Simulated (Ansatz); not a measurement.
Base system: Rh in the fcc (Cu type) structure (space group Fm-3m, No. 225; a = 3.7537 Å).

Computed with LDA (Ansatz, a quantum-chemistry and plane-wave program; PAW; 420 eV plane waves; scalar-relativistic without spin-orbit coupling).

One change was made to it. Results:

The shortest interatomic distance drops by 0.037 Å (2.654 Å → 2.617 Å); the density goes up by 0.56 g/cm³, from 12.92 g/cm³ to 13.48 g/cm³.

**Question.** Which of these changes matches the shifts?
A) pressure 0.9 GPa
B) pressure 30 GPa
C) pressure 15 GPa

**Answer.** C, pressure 15 GPa. For comparison, the shortest interatomic distance in the other runs: pressure 0.9 GPa gives 2.652 Å; pressure 30 GPa gives 2.586 Å.

Load acts through the strain it causes; cell and atoms are relaxed under it. Stability against distortions was not tested. Competing high-pressure phases were not computed. The final runs are not spin-polarised.
